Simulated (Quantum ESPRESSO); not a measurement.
Input and output of a self-consistent single point for HfGa3 (I4/mmm, 4 atoms in the cell) (Quantum ESPRESSO).

Method of the run: PBEsol, PseudoDojo standard norm-conserving (PBESOL) pseudopotentials (plane waves; Quantum ESPRESSO).

The change in words: lattice scaled by 0.98. Reference geometry:
```
HfGa3
1.0
   -1.90136     1.90136     4.43784
    1.90136    -1.90136     4.43784
    1.90136     1.90136    -4.43784
Hf Ga
1 3
Direct
  0.00000   0.00000   0.00000
  0.50000   0.50000   0.00000
  0.75000   0.25000   0.50000
  0.25000   0.75000   0.50000
```

Reference input (self-consistent single point, DFT, PBEsol, plane waves, PseudoDojo standard norm-conserving (PBESOL) pseudopotentials): ecutwfc = 80 Ry; occupations = smearing; smearing = gaussian; degauss = 0.0147 Ry; potentials = {Hf: Hf.upf, Ga: Ga.upf}; K_POINTS = automatic 8 8 8 0 0 0; conv_thr = 1e-09 Ry. This run's input differs from it in these lines:

```diff
@@ -32,5 +32,5 @@
 CELL_PARAMETERS {bohr}
-  -3.59305344     3.59305344     8.38629652
-   3.59305344    -3.59305344     8.38629652
-   3.59305344     3.59305344    -8.38629652
+  -3.52119283     3.52119283     8.21857009
+   3.52119283    -3.52119283     8.21857009
+   3.52119283     3.52119283    -8.21857009
```

Output, abridged:

```
     Self-consistent Calculation

     iteration #  1     ecut=    80.00 Ry     beta= 0.70

---- Real-time Memory Report at c_bands before calling an iterative solver
           213 MiB given to the printing process from OS
           182 MiB allocation reported by mallinfo(arena+hblkhd)
------------------

     Threshold (ethr) on eigenvalues was too large:
     Diagonalizing with lowered threshold

---- Real-time Memory Report at c_bands before calling an iterative solver
           221 MiB given to the printing process from OS
           186 MiB allocation reported by mallinfo(arena+hblkhd)
------------------

   [... lines left out ...]

---- Real-time Memory Report at c_bands before calling an iterative solver
           249 MiB given to the printing process from OS
           198 MiB allocation reported by mallinfo(arena+hblkhd)
------------------

     total energy              =    -570.98260727 Ry
     estimated scf accuracy    <          1.0E-09 Ry

     iteration # 10     ecut=    80.00 Ry     beta= 0.70

---- Real-time Memory Report at c_bands before calling an iterative solver
           250 MiB given to the printing process from OS
           200 MiB allocation reported by mallinfo(arena+hblkhd)
------------------
     End of self-consistent calculation

     the Fermi energy is    15.9759 ev

!    total energy              =    -570.98260727 Ry
     estimated scf accuracy    <          1.5E-10 Ry
     smearing contrib. (-TS)   =      -0.00152780 Ry
     internal energy E=F+TS    =    -570.98107947 Ry

     convergence has been achieved in  10 iterations

     Forces acting on atoms (cartesian axes, Ry/au):

     atom    1 type  1   force =     0.00000000    0.00000000    0.00000000
   [... zero for the other atoms too ...]

     Total force =     0.000000     Total SCF correction =     0.000000

          total   stress  (Ry/bohr**3)                   (kbar)     P=      133.16
   0.00095865   0.00000000   0.00000000          141.02        0.00        0.00
  -0.00000000   0.00095865  -0.00000000           -0.00      141.02       -0.00
   0.00000000  -0.00000000   0.00079839            0.00       -0.00      117.45

   JOB DONE.
```

The run converged in 10 iterations. Against the reference run the free energy goes up by 50.4 meV/atom and the pressure goes from 4.16 to 13.32 GPa.

The starting cell comes from a database of computed structures (which also holds hypothetical and non-ambient phases and stackings), without a prior relaxation at this level. Its lattice was rescaled by a random factor within 2.5 % of one. For this run, on top of that: lattice scaled by 0.98. With a pressure of about 13 GPa the cell is away from its equilibrium volume at this level.

Cost on one core of a shared machine: roughly 10 min.
